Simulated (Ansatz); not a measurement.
How far to go with the k-point mesh: MgNiF6 (R3, 8 atoms in the cell)

```xyz
8
Lattice="2.4135 1.3934 4.3789 -2.4135 1.3934 4.3789 0.0000 -2.7868 4.3789" Properties=species:S:1:pos:R:3 pbc="T T T"
Mg     0.0000     0.0000     6.6183
Ni     0.0000     0.0000     0.0000
F     -0.9567     1.3294     5.4144
F      0.9567    -1.3294     7.7222
F     -0.6729    -1.4932     5.4144
F      0.6729     1.4932     7.7222
F      1.6296     0.1638     5.4144
F     -1.6296    -0.1638     7.7222
```

Level of theory: PBEsol, default PAW files made with PBE (plane waves; Ansatz, a quantum-chemistry and plane-wave program).

Base settings: basis.ecutwfc = 420 eV; kpoints.mp_grid.grid = 7 7 7; hamiltonian.xc = pbesol; hamiltonian.pseudopotentials = {kind: paw} (the program's default PAW files); scf.occupations.method = gaussian; scf.occupations.width = 0.1 eV.

The second cell is the first with its lattice scaled by 0.98.

Only quantities that move along the ladder and can be compared are tabulated.

The count of work is k-points × plane waves × bands × iterations; it is no time. Core times come from one kind of shared machine, to one figure; runs under 30 s give none.

The starting cell comes from a database of computed structures (which also holds hypothetical and non-ambient phases and stackings), without a prior relaxation at this level. Its lattice was rescaled by up to half a per cent. One atom was moved a little off its site on purpose.

| kpoints.mp_grid.grid | free energy less the last step's (meV/atom) | energy of the compressed cell less the first (meV/atom) | largest difference of a force vector from the last step's (eV/Å) | gap on the mesh (eV) | count of work / last | core time / last (rough) |
|---|---|---|---|---|---|---|
| 2 2 2 | -0.94 | 13.33 | 0.018 | 1.357 | 0.0041 | – |
| 3 3 3 | 0.28 | 12.72 | 0.000 | 1.481 | 0.0061 | – |
| 4 4 4 | -0.03 | 12.99 | 0.000 | 1.354 | 0.014 | – |
| 5 5 5 | 0.00 | 12.90 | 0.000 | 1.398 | 0.023 | – |
| 6 6 6 | 0.03 | 12.93 | 0.000 | 1.354 | 0.041 | – |
| 7 7 7 | -0.01 | 12.93 | 0.000 | 1.371 | 0.061 | – |
| 8 8 8 | -0.01 | 12.95 | 0.000 | 1.354 | 0.092 | – |
| 9 9 9 | 0.00 | 12.92 | 0.000 | 1.363 | 0.13 | – |
| 10 10 10 | -0.01 | 12.95 | 0.000 | 1.351 | 0.18 | 0.3 |
| 11 11 11 | -0.01 | 12.94 | 0.000 | 1.359 | 0.23 | 0.3 |
| 12 12 12 | 0.01 | 12.93 | 0.000 | 1.351 | 0.30 | 0.3 |
| 13 13 13 | 0.00 | 12.93 | 0.000 | 1.357 | 0.38 | 0.5 |
| 15 15 15 | 0.01 | 12.91 | 0.000 | 1.356 | 0.58 | 1 |
| 16 16 16 | 0.00 | 12.93 | 0.000 | 1.351 | 0.70 | 1 |
| 18 18 18 | 0.00 | 12.93 | 0.000 | 1.351 | 1.0 | 1 |

Coarsest kpoints.mp_grid.grid that holds the free energy within 0.5 meV/atom of the last step, with all finer ones: 3 3 3, at 0.0061 of the last step's count of work; the step before is off by 0.94 meV/atom.

The gap on the mesh jumps up and down from mesh to mesh; it is no smooth measure of convergence.

Keys are those of Ansatz 0.2.
